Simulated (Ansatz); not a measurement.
An Ansatz (an electronic-structure program) run: hypothetical Fm-3m WGe2 with a change (biaxial strain −4.18 %, plane normal [111], relaxed out of plane); Kohn–Sham DFT with the PBEsol functional, run in Ansatz with PAW and 420 eV plane waves, no spin-orbit coupling.

Input:

Ansatz 0.2 input:
```yaml
crystal:
  lattice:
    - [4.1000155689, 0, 0]
    - [2.0500077845, 3.5507176386, 0]
    - [2.0500077845, -1.1835725462, 3.5667027254]
  atoms:
    - { symbol: W, position: [0, 0, 0] }
    - { symbol: Ge, position: [0.5, 0.25, 0.75] }
    - { symbol: Ge, position: [0.5, 0.75, 0.25] }
basis: { ecutwfc: 420, ecutrho_ratio: 4, xc_grid: 2, fft_grid_basis: typed }
kpoints: { mp_grid: { grid: [17, 17, 17] } }
hamiltonian:
  xc: pbesol
  dispersion: none
  pseudopotentials: { kind: paw }
scf: { occupations: { method: fermi_dirac, width: 0.1 } }
relax: { f_tol: 0.005, max_steps: 50, cell: { stress_tol: 0.01, fix: [a, b, gamma] } }
output: { forces: true, stress: true }
checkpoint: { write: state.ck, write_every: 1000 }
```

Output (explanatory and most iteration lines left out):

```
Relaxation: its limit of steps is 50 (relax.max_steps)
Pseudopotential: W, paw, valence charge 14
Pseudopotential: Ge, paw, valence charge 14
Crystal: 3 atoms, lattice volume = 51.924 Å³
Basis set: ecut = 420 eV, 1007 PW (Γ), exchange–correlation on 60×60×60 points (8 copies of the dense FFT grid, shifted against one another)
Bands: 26, of which v1, the nominal top of the filled ones, is band 21 counted from 1 (20 counted from 0)
Symmetry: 12 space group operations
Space group: R-3m (ITA 166), of the structure as read, at distance tolerance 3.7e-5 Å
k-points: 489 of 4913
Functional: x = pbesol(κ = 0.804, μ = 0.12345679012345678), c = pbesol(β = 0.046)
SCF iter   1: F=—  HF=-18761.442739 eV  |F-HF|=—  |Δ(HF+E_count)|=         —  Δρ=9.69e-3  dr2=9.84e-2  ethr=1.77e-3  ⟨swp⟩=5.5  Hψ=58667  notcnv=0
SCF iter   2: F=—  HF=-18761.425403 eV  |F-HF|=—  |Δ(HF+E_count)|=   1.73e-2  Δρ=3.32e-3  dr2=4.83e-3  ethr=2.34e-4  ⟨swp⟩=2.9  Hψ=26320  notcnv=0  defer=12
SCF 1 converged in 7 iterations: F = -18761.423820 eV  dr2 = 4.30e-9
relax step   1: F+E_penalty+E_count = -18761.42381954 eV  Δ(F+E_penalty+E_count) = +0.000e0 eV  max|allowed force component| = 1.049e0 eV/Å  Δτ_max = 0.0000 Å  P = +10.377 GPa  Ω = 51.924 Å³  fix = [a, b, gamma]  reactions: a +13.140, b +13.140 GPa  (7 SCF iters, dr2 threshold 1.00e-7 eV, accepted)
[... steps on the carried basis left out ...]
relax step   9: F+E_penalty+E_count = -18761.85397082 eV  Δ(F+E_penalty+E_count) = +5.825e-7 eV  max|allowed force component| = 8.935e-5 eV/Å  Δτ_max = 0.0001 Å  P = -8.044 GPa  Ω = 57.231 Å³  energy of the carried Pulay correction = -1.215e-5 eV  fix = [a, b, gamma]  reactions: a -12.066, b -12.066 GPa  (3 SCF iters, dr2 threshold 2.51e-9 eV, accepted)
Crystal: 3 atoms, lattice volume = 57.231 Å³
SCF iter   1: F=—  HF=-18761.853986 eV  |F-HF|=—  |Δ(HF+E_count)|=         —  Δρ=2.28e-6  dr2=2.06e-9  ethr=1.04e-8  ⟨swp⟩=3.3  Hψ=94962  notcnv=0
SCF iter   2: F=—  HF=-18761.853983 eV  |F-HF|=—  |Δ(HF+E_count)|=   2.86e-6  Δρ=9.04e-7  dr2=4.80e-10  ethr=4.90e-12  ⟨swp⟩=3.0  Hψ=24360  notcnv=0
SCF 10 converged in 5 iterations: F = -18761.853983 eV  dr2 = 3.03e-13
SCF converged after 5 iterations
Free energy (F): -18761.853983 eV
Internal energy: -18761.792218 eV  (E = F + TS)
E sigma→0 (E₀):  -18761.823101 eV
Entropy (-TS):   -0.061765 eV (-20.588 meV/atom)
Fermi energy:    12.849329 eV
--- Forces (eV/Å), atoms counted from 1 ---
  atom   1  W     -0.00000000     0.00000000     0.00000000
  atom   2  Ge    -0.00000000     0.00000000    -0.00009490
  atom   3  Ge     0.00000000    -0.00000000     0.00009490
--- Stress (GPa, compression-positive) ---
      -12.066400       0.000000       0.000000
        0.000000     -12.066400       0.000000
        0.000000       0.000000      -0.001406
  P = ⅓ Tr σ = -8.0447 GPa (-80.447 kbar)
--- Relaxed structure (8 steps of the walk, 8 accepted, 2 SCFs on fresh bases) ---
  cell:  # Å, volume = 57.2309 Å³
    - [4.100015568912062, -2.886771890567188e-11, -3.8317771116639984e-11]
    - [2.050007784481031, 3.55071763857512, -1.9158714767605507e-11]
    - [2.050007784484438, -1.1835725462109514, 3.9312368069109924]
  atoms:
    - { symbol: W, position: [2.462714197713501e-29, -4.181016090806117e-35, 2.645739980826482e-40] }
    - { symbol: Ge, position: [0.5421159835837965, 0.22894200820810165, 0.6868260246243051] }
    - { symbol: Ge, position: [0.45788401641620347, 0.7710579917918982, 0.313173975375695] }
```

With W present, leaving out spin-orbit coupling can change the band edges. No phonon test of stability was made. The final runs are not spin-polarised. Under biaxial strain −4.18 %, plane normal [111], relaxed out of plane the cell ends below the base's energy or with stress of the wrong sign: the atoms slid into a distortion or the cell is elastically unstable, so the base is not a stable minimum at this level. The cell was made from WGe2 (space group Fm-3m, No. 225; a hypothetical phase, not in the database extracts checked) by this change: biaxial strain −4.18 %, plane normal [111], relaxed out of plane. WGe2 has a high density of states at the Fermi level and may be magnetic at this level.
